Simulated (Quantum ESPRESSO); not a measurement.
Quantum ESPRESSO run on Zn₂SeS (P1, 4 atoms in the cell): self-consistent single point.

Method: LDA (PZ)+U, PSlibrary ultrasoft (LDA) pseudopotentials (plane waves; Quantum ESPRESSO 7.5).

```
CELL_PARAMETERS angstrom
      3.90929     0.00000     0.00000
      0.00000     3.90929     0.00000
      0.00000     0.00000     5.52212
ATOMIC_POSITIONS crystal
  Zn 0.52677 0.01772 0.76874
  Zn 0.99202 0.50696 0.23474
  Se 0.99728 0.99104 0.48722
  S  0.48392 0.48428 0.00931
```

Reference input (self-consistent single point, DFT, LDA (PZ), plane waves, PSlibrary ultrasoft (LDA) pseudopotentials): ecutwfc = 50 Ry; ecutrho = 300 Ry; occupations = fixed; K_POINTS = automatic 5 5 3 0 0 0; nbnd = 22; conv_thr = 1e-10 Ry; mixing_beta = 0.4. This run's input differs from it in these lines:

```diff
@@ -36,2 +36,4 @@
 5 5 3  0 0 0
+HUBBARD {atomic}
+U Zn-3d 3
```

Output, abridged:

```
     Self-consistent Calculation

     iteration #  1     ecut=    50.00 Ry     beta= 0.40

     =================== HUBBARD OCCUPATIONS ===================
     ------------------------ ATOM    1 ------------------------
     Tr[ns(  1)] =   9.99496
     eigenvalues:
       0.999  0.999  1.000  1.000  1.000
     ------------------------ ATOM    2 ------------------------
     Tr[ns(  2)] =   9.99208
     eigenvalues:
       0.999  0.999  0.999  1.000  1.000

     Number of occupied Hubbard levels =   19.9870

     Threshold (ethr) on eigenvalues was too large:
     Diagonalizing with lowered threshold

   [... lines left out ...]

     iteration #  2     ecut=    50.00 Ry     beta= 0.40

     total energy              =    -338.08498889 Ry
     estimated scf accuracy    <       0.01069320 Ry

     iteration #  3     ecut=    50.00 Ry     beta= 0.40

     total energy              =    -338.08604782 Ry
     estimated scf accuracy    <       0.00183072 Ry

   [... 7 blocks of this kind left out ...]

     iteration # 11     ecut=    50.00 Ry     beta= 0.40

     total energy              =    -338.08608671 Ry
     estimated scf accuracy    <          1.2E-10 Ry

     iteration # 12     ecut=    50.00 Ry     beta= 0.40
     End of self-consistent calculation

     =================== HUBBARD OCCUPATIONS ===================
     ------------------------ ATOM    1 ------------------------
     Tr[ns(  1)] =   9.98520
     eigenvalues:
       0.997  0.998  0.999  0.999  0.999
     ------------------------ ATOM    2 ------------------------
     Tr[ns(  2)] =   9.98115
     eigenvalues:
       0.997  0.998  0.998  0.999  0.999

     Number of occupied Hubbard levels =   19.9663

     highest occupied, lowest unoccupied level (ev):     5.5530    6.8460

!    total energy              =    -338.08608671 Ry
     estimated scf accuracy    <          4.8E-12 Ry

     Hubbard energy            =       0.00370253 Ry

     convergence has been achieved in  12 iterations

     Forces acting on atoms (cartesian axes, Ry/au):

   [... lines left out ...]

     Total force =     0.062111     Total SCF correction =     0.000006

          total   stress  (Ry/bohr**3)                   (kbar)     P=      -29.75
  -0.00023663  -0.00001265  -0.00006018          -34.81       -1.86       -8.85
  -0.00001265  -0.00016279   0.00011845           -1.86      -23.95       17.42
  -0.00006018   0.00011845  -0.00020724           -8.85       17.42      -30.49

   JOB DONE.
```

The run converged in 12 iterations. Against the reference run the pressure goes from -3.66 to -2.97 GPa, the largest force goes from 0.912 to 0.923 eV/Å and the gap on the mesh goes from 1.248 to 1.293 eV.

The starting cell comes from a database of computed structures (which also holds hypothetical and non-ambient phases and stackings), without a prior relaxation at this level. Its atoms were displaced at random from the sites of space group no. 115. Spin polarisation is off. The U value is a test value.

Cost on one core of a shared machine: roughly 40 s.
